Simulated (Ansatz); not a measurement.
The parent structure is SiC in the zinc blende structure (space group F-43m, No. 216; a = 4.356 Å).

Now apply this change: a hydrostatic pressure of 15 GPa.

Levels (all Ansatz, a quantum-chemistry and plane-wave program, PAW): r2SCAN (500 eV, no SOC); HSE06+SOC (420 eV, spin-orbit coupling included).

The geometry is relaxed with r2SCAN.

```
Property                                   Result
----------------------------  -------------------
r2SCAN band gap                           1.67 eV
r2SCAN valence-band top at Γ  0.00, 0.00, 0.00 eV
```

Task: Predict the band gap and valence-band top at Γ from HSE06+SOC.

Result: The band gap rises by 0.51 eV, from 1.67 eV to 2.18 eV; the valence-band top at Γ (three highest Kramers pairs, from the VBM) changes from 0.00, 0.00, 0.00 eV to 0.00, 0.00, -0.02 eV. The threefold valence maximum splits by Δso ≈ 16 meV.

Single points use the geometry relaxed with r2SCAN. Their cutoffs differ, which shifts pressures a little. The hybrid gap comes from the SCF mesh plus the semilocal run's edge points and a few special points and is an upper bound. The spin-orbit shifts are approximate. Load acts through the strain it causes; cell and atoms are relaxed under it. Whether these cells are dynamically stable was not tested. No other phases were tried under pressure.
